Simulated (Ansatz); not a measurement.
Reference: La₂O₃ (P-3m1), PBEsol, rigid bands (plane waves, PAW, scalar-relativistic; Ansatz, a program for electronic structure); axes and stresses refer to this cell.

```
La2O3
1.0
    3.90609     0.00000     0.00000
   -1.95304     3.38277     0.00000
    0.00000     0.00000     6.04018
La O
2 3
Cartesian
  1.95304   1.12759   4.55810
  0.00000   2.25518   1.48208
  1.95304   1.12759   2.13805
  0.00000   2.25518   3.90213
  0.00000   0.00000   0.00000
```

hole conductivity mass: 2.2 mₑ
Seebeck coefficient, n-type 1e19 cm⁻³: -495 μV/K
electron mass along z: 1.08 mₑ

Problem. Change: spin-orbit coupling switched on. What happens to hole conductivity mass, Seebeck coefficient, n-type 1e19 cm⁻³, electron mass along z?

Solution. hole conductivity mass grows to 2.3 mₑ; Seebeck coefficient, n-type 1e19 cm⁻³ moves little, to -493 μV/K; electron mass along z moves little, to 1.08 mₑ.

Masses are for dilute carriers at 300 K, harmonic means over directions unless an axis is named. Seebeck coefficients are for the stated density at 300 K, with one relaxation time for all states and whether or not that doping can be reached. Spin-orbit coupling is left out unless a row names it.
